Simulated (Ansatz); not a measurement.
**(Ti,Si)O2: TiO8Si3**

A 24-atom cell of (Ti,Si)O2 started in the anatase structure, site fractions Ti 0.250, Si 0.750, short-range order 0.00 in the first shell of the mixed sites (0 is random, a negative value favours unlike neighbours), space group P-1 at the end.

The mixing enthalpy is taken against the end members in the anatase type (which need not be the stable form of TiO2 and O2Si), relaxed in the same cell and mesh.

These are r2SCAN (plane waves to 500 eV, PAW; Ansatz, an electronic-structure program) values and carry that method's errors. No spin–orbit coupling; the runs are not spin-polarised. Its k-point mesh 5×3×3, Fermi–Dirac width 0.01 eV.

* **volume per atom**: 9.23 Å³
* **O–Si bonds**: 1.790 Å on average, from 1.734 to 1.852 (36)
* **O–Ti bonds**: 1.912 Å on average, from 1.888 to 1.947 (12)
* **mixing enthalpy per site of the mixed sublattice**: 156 meV
* **departure of the mean lattice parameter from Vegard's line**: under 0.15 %, inside the noise of the relaxations
* **r2SCAN gap over the mesh and listed points off it**: 3.51 eV

```
CELL_PARAMETERS angstrom
      1.78832    -1.78289    -4.33958
     -7.14511    -0.00407     0.00473
      0.00412     7.14559    -0.00377
ATOMIC_POSITIONS crystal
  Si 0.98673 0.49893 0.99697
  Si 0.01752 0.00196 0.00804
  Ti 0.98326 0.49799 0.49568
  Si 0.01351 0.00498 0.49891
  Si 0.48248 0.37304 0.11696
  Si 0.51327 0.87607 0.12803
  Si 0.48649 0.37002 0.62609
  Ti 0.51674 0.87701 0.62932
  O  0.07943 0.26912 0.01903
  O  0.09747 0.77491 0.02376
  O  0.07981 0.26099 0.52165
  O  0.06853 0.77843 0.51788
  O  0.56523 0.39329 0.89185
  O  0.61000 0.89851 0.91388
  O  0.54492 0.38597 0.38536
  O  0.60627 0.90204 0.38997
  O  0.42019 0.11401 0.60335
  O  0.43147 0.59657 0.60712
  O  0.42057 0.10588 0.10597
  O  0.40253 0.60009 0.10124
  O  0.89000 0.47649 0.21112
  O  0.93477 0.98171 0.23315
  O  0.89373 0.47296 0.73503
  O  0.95508 0.98903 0.73964
```
